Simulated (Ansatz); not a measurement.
Base system: SrTiO$_{3}$ in the cubic perovskite structure (space group Pm-3m, No. 221; a = 3.9070 Å). Axes: x, y, z lie along the cube axes.

All numbers come from Ansatz (a quantum-chemistry and plane-wave program) r2SCAN, no SOC.

A first run, uniaxial strain ε_zz = +1.08 %, gives secant values C11 ≈ 330 GPa and C12 ≈ 100 GPa from its stress. A second run applies biaxial strain +2.56 %, plane normal [001], relaxed out of plane.

What does linear elasticity predict for −ε⊥/ε∥ in the second run, and what does the run give?

Linear elasticity: 2 C12/C11 = 0.61. The run gives 0.56; any difference comes from nonlinear terms at these strains and numerical noise.

Stability against distortions was not tested. The final runs are not spin-polarised. Many cubic perovskites are stable only at high temperature; tilts and polar distortions were not tested.
